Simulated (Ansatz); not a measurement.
Structure of amorphous Al30O33N8 (periodic cell):

```
CELL_PARAMETERS angstrom
      9.44238     0.00000     0.00000
      0.00000     9.44238     0.00000
      0.00000     0.00000     9.44238
ATOMIC_POSITIONS crystal
  Al 0.90732 0.05415 0.99245
  Al 0.17276 0.44591 0.65249
  Al 0.96247 0.53105 0.89475
  Al 0.21005 0.16184 0.11753
  Al 0.90141 0.29866 0.12974
  Al 0.53288 0.66595 0.81347
  Al 0.39120 0.65779 0.51636
  Al 0.12828 0.15170 0.52949
  Al 0.21806 0.65528 0.96180
  Al 0.37362 0.91761 0.62598
  Al 0.74836 0.45809 0.65104
  Al 0.63960 0.05688 0.17411
  Al 0.19675 0.82521 0.28125
  Al 0.87966 0.12807 0.68624
  Al 0.61929 0.84432 0.43207
  Al 0.66657 0.54903 0.31838
  Al 0.88256 0.93086 0.41360
  Al 0.71535 0.26139 0.90479
  Al 0.42954 0.42643 0.76701
  Al 0.08055 0.74423 0.51568
  Al 0.38494 0.16750 0.83361
  Al 0.83344 0.76563 0.71028
  Al 0.61297 0.95422 0.87335
  Al 0.91641 0.73637 0.15606
  Al 0.96484 0.42669 0.44229
  Al 0.33261 0.91481 0.04693
  Al 0.45057 0.42032 0.04927
  Al 0.38015 0.05119 0.35921
  Al 0.11623 0.93787 0.77992
  Al 0.40591 0.31068 0.30303
  O  0.71703 0.94264 0.30471
  O  0.47439 0.01649 0.76308
  O  0.53225 0.94915 0.04631
  O  0.03184 0.63404 0.03590
  O  0.03068 0.16656 0.09415
  O  0.97351 0.38438 0.26994
  O  0.51389 0.15731 0.27622
  O  0.67757 0.78367 0.83003
  O  0.13495 0.52668 0.82013
  O  0.77364 0.46844 0.46503
  O  0.54870 0.67156 0.40813
  O  0.28373 0.08885 0.96376
  O  0.34534 0.49109 0.58083
  O  0.52744 0.44192 0.23672
  O  0.76741 0.63374 0.19676
  O  0.29096 0.30069 0.74287
  O  0.28891 0.20963 0.42321
  O  0.48982 0.96807 0.48337
  O  0.76436 0.82564 0.54321
  O  0.44062 0.75072 0.67566
  O  0.05364 0.31722 0.58100
  O  0.07274 0.55867 0.51810
  O  0.85203 0.57924 0.74755
  O  0.22569 0.03321 0.64829
  O  0.28073 0.74025 0.13165
  O  0.30388 0.32772 0.14437
  O  0.86054 0.39175 0.96662
  O  0.75378 0.06353 0.82842
  O  0.00816 0.08535 0.82696
  O  0.89089 0.88160 0.04254
  O  0.77921 0.28909 0.71499
  O  0.23806 0.83679 0.88915
  O  0.58516 0.51710 0.70695
  N  0.01294 0.81430 0.68259
  N  0.00495 0.80114 0.32821
  N  0.75990 0.17021 0.08040
  N  0.40408 0.56661 0.92414
  N  0.52140 0.29856 0.90571
  N  0.26583 0.79529 0.46563
  N  0.26296 0.00001 0.21896
  N  0.94599 0.08298 0.50751
```

Methods: PBE, scalar-relativistic without spin-orbit coupling (Ansatz, a quantum-chemistry and plane-wave program); r2SCAN, scalar-relativistic without spin-orbit coupling (Ansatz); HSE06, scalar-relativistic without spin-orbit coupling (Ansatz). Neutral PBE cell, which sets geometry, pressure and energy: sampling: a 2×2×2 Γ-centred mesh; Fermi-Dirac width 0.02 eV; no spin polarisation. Exact exchange is cut at the faces of this 9 Å cell, which leaves hybrid gaps a finite-size error.

The cell was made by melting and quenching with the CHGNet potential and then relaxed with DFT. O and N atoms were pushed apart under 1.9 Å during the dynamics, to hinder bonds among them. The hot cell started wider than the set density and was brought back towards it in steps. It is the lowest in DFT energy of 2 quenches. It is a model cell: composition and starting density were chosen by hand, and all elements were melted together. No dispersion term was used. A short ab initio anneal came between quench and relaxation. Its density started from a set value of 2.86 and ended at 2.86 g/cm³. The quench (nominally 150 K/ps over its main leg) was far faster than any real one, so the model tends to hold more defects than a real film. Values belong to this one cell and scatter from quench to quench. The volume was held where the preparation left it. Cycles of charging lowered its energy after that relaxation.

Problem. Give the pressure and the spacing of the highest filled and lowest empty levels.

Solution. 
The pressure on a 2×2×2 Γ-centred mesh is 38.8 kbar. The largest force and stress component on that mesh (the relaxation ran on the zone centre alone) is 0.03 eV/Å and 7.7 GPa, the level gap on a 2×2×2 Γ-centred mesh (PBE) is 1.61 eV and the level gap at the zone centre (PBE) comes out as 1.59 eV. The level gap at the zone centre (r2SCAN) comes out as 2.01 eV and the level gap at the zone centre (HSE06) is 2.88 eV. The distance between the nearest levels spread over more than a fifth of the atoms or a third of the atoms of their main element (six at least) (PBE, zone centre) comes out as 3.13 eV.

Problem. At PBE and the zone centre, how localised are the states just below and above the Fermi level (participation number: the atoms over which a state spreads)?

Solution. The highest filled state is spread over 3.1 atoms' worth, largest on N64, with weights by element (charge in smoothed Voronoi cells) N 0.79, O 0.10, Al 0.10. The lowest empty state is spread over 28.0 atoms' worth, largest on Al30, with weights by element (charge in smoothed Voronoi cells) O 0.47, Al 0.45, N 0.08.

At PBE the levels at the filled edge of the gap are localised (band-tail or defect states), and the nearest spread-out levels lie 3.1 eV apart at the zone centre.

Neighbours within Al-Al 2.66 Å, Al-O 2.24 Å, Al-N 2.32 Å, O-O 1.58 Å, O-N 1.64 Å, N-N 1.70 Å count as bonded. Two cations that share two anions don't count as bonded, nor two that share one unless they lie closer than Al-Al 2.59 Å.

Added carriers, by PBE, scalar-relativistic without spin-orbit coupling (Ansatz) on the zone centre alone. Charged cells keep the cell fixed and stand in a uniform background, with no image correction, at a width of 0.01 eV; where the count is odd the moment is locked at 1 μB, unless the neutral cell bore moments. Each starts from the undistorted neutral geometry alone. PBE's self-interaction favours spread-out carriers, so it can miss traps that a hybrid finds.

Problem. What happens at PBE when the cell takes an extra electron and the atoms relax?

Solution. Relaxation lowers the charged cell by 0.35 eV. The largest moves are O44 0.29 Å, O43 0.21 Å, Al30 0.21 Å, O45 0.11 Å. The level that holds the added charge spreads over 6.0 atoms' worth, most on Al30 (weight 0.38): a partly localised carrier. No bond crosses its cut-off with a change of over 0.15 Å (metal-metal contacts aside). Made neutral again at that geometry, the cell lies +0.82 eV from the neutral start (a closed shell was imposed there, with levels 0.16 eV apart, so this is an upper bound).

Problem. What happens at PBE when the cell takes a hole and the atoms relax?

Solution. Relaxation lowers the charged cell by 0.63 eV. The largest moves are N71 0.27 Å, N64 0.17 Å, Al29 0.12 Å, Al8 0.12 Å. The level that was emptied spreads over 3.0 atoms' worth, most on N64 (weight 0.44): a localised (trapped) carrier, which neighbours of that atom can share. No bond crosses its cut-off with a change of over 0.15 Å (metal-metal contacts aside). Made neutral again at that geometry, the cell lies +0.74 eV from the neutral start (a closed shell was imposed there, with levels 0.21 eV apart, so this is an upper bound).
